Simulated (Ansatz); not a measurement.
An Ansatz (a program for electronic structure) input (Kohn–Sham DFT with the PBE functional, run in Ansatz with PAW and 420 eV plane waves, without spin-orbit coupling, earlier PAW set):

Ansatz 0.2 input:
```yaml
crystal:
  lattice:
    - [2.8746392514, 0, 0]
    - [1.4373196257, 2.4895106184, 0]
    - [0, 0, 2.8697137165]
  atoms:
    - { symbol: W, position: [0, 0, 0] }
    - { symbol: C, position: [0.6666666667, 0.6666666667, 0.5] }
basis: { ecutwfc: 420, ecutrho_ratio: 4, xc_grid: 2, fft_grid_basis: typed }
kpoints: { mp_grid: { grid: [23, 23, 20] } }
hamiltonian:
  xc: pbe
  dispersion: none
  pseudopotentials: { azcp: { folder: ./paw }, kind: paw }
scf: { occupations: { method: fermi_dirac, width: 0.1 } }
relax: { f_tol: 0.005, max_steps: 50, cell: { stress_tol: 0.01, fix: [a, b, gamma] } }
output: { forces: true, stress: true }
checkpoint: { write: state.ck, write_every: 1000 }
```

Problem. Which symmetry and how many k-points will the program report, and about how many plane waves at Γ?

Solution. Space group P-6m2 (ITA 187) with 12 operations, k-points 616 of 10580, and 405 plane waves at Γ.

Problem. And the final pressure?

Solution. 10.17 GPa (compression positive).

The cells carry an imposed strain or load. Stability against distortions was not tested. All final runs are without spin polarisation. The cell was made from WC (space group P-6m2, No. 187) by this change: biaxial strain −1.64 %, plane normal [001], relaxed out of plane.
